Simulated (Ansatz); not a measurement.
Start from CsSrI3 (space group Cmcm, No. 63; a cell from a computed database, its experimental status unchecked).

```yaml
crystal:
  lattice:
    - [2.38427, -7.82856, 0.00000]
    - [2.38427, 7.82856, 0.00000]
    - [0.00000, 0.00000, 12.28373]
  atoms:
    - { symbol: Cs, position: [0.24736, 0.75264, 0.75000] }
    - { symbol: Cs, position: [0.75264, 0.24736, 0.25000] }
    - { symbol: Sr, position: [0.50000, 0.50000, 0.50000] }
    - { symbol: Sr, position: [0.50000, 0.50000, 0.00000] }
    - { symbol: I, position: [0.13793, 0.86207, 0.45375] }
    - { symbol: I, position: [0.86207, 0.13793, 0.54625] }
    - { symbol: I, position: [0.86207, 0.13793, 0.95375] }
    - { symbol: I, position: [0.13793, 0.86207, 0.04625] }
    - { symbol: I, position: [0.55959, 0.44041, 0.75000] }
    - { symbol: I, position: [0.44041, 0.55959, 0.25000] }
```

Cartesian axes are those of the cell as printed.

Computed with PBEsol/PAW in Ansatz (a quantum-chemistry and plane-wave program), no spin-orbit coupling.

Base values:

The valence-band top at Γ is 0.00, -0.02, -0.03 eV and the band gap is 3.67 eV. The smallest direct gap comes out as 3.80 eV.

It is then changed as follows: biaxial strain −1.51 %, plane normal [001], relaxed out of plane (Cartesian); in-plane vectors clamped, the third vector and the atoms free.

Q: Estimate the effect on the valence-band top at Γ, band gap, smallest direct gap and out-of-plane strain.

A: The valence-band top at Γ (three highest levels, from the VBM) becomes 0.00, -0.03, -0.04 eV (base: 0.00, -0.02, -0.03 eV); the band gap drops by 0.078 eV (3.67 eV → 3.60 eV); the smallest direct gap falls by 0.07 eV to 3.73 eV; the out-of-plane strain comes out as +1.03 %.

Spin-orbit coupling, missing from the scalar runs, can matter with I. Semilocal Kohn–Sham gaps tend to fall short of experiment. Whether these cells are dynamically stable was not tested.
